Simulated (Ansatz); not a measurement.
The parent structure is Ag in the fcc (Cu type) structure (space group Fm-3m, No. 225; a = 4.149 Å; relaxed with 0.1 eV smearing).

All numbers come from Ansatz (a program for electronic structure) PBE, no spin-orbit coupling, earlier PAW set.

Before the change:

```
Property   Result
--------  -------
Pressure  0.0 GPa
```

One thing is altered: an isotropic linear strain of +1.31 %, atoms relaxed at fixed cell.

**Question.** How does this affect the pressure and energy relative to the base?

**Answer.** The pressure goes from zero to -3.2 GPa; the energy goes up by 7.3 meV/atom.

No phonon test of stability was made.
